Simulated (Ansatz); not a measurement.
A (5,5) arsenic nanotube has 20 atoms in a period of 3.633 Å, a mean diameter of 10.12 Å, and lies 64 meV/atom over the flat sheet relaxed at the same level.

Calculation: PBE (plane waves to 420 eV, PAW; Ansatz, a program for electronic structure). Mesh 1×1×10. No spin polarisation. Isolated but for its images some 11 Å away. A hypothetical model, rolled from the flat sheet. Symmetry and one short period hold its shape; lower forms weren't sought. Values not marked SOC lack spin–orbit coupling.

### Question
Which bending rigidity of the sheet does this imply in the thin-plate picture?

### Answer
A plate bent to radius R stores D/(2R²) an area. The area an atom is π × 10.12 × 3.633/20 = 5.78 Å², so the stored energy is 0.064/5.78 = 0.0111 eV/Å². With R = 5.060 Å, D = 2R² × 0.0111 = 0.57 eV.
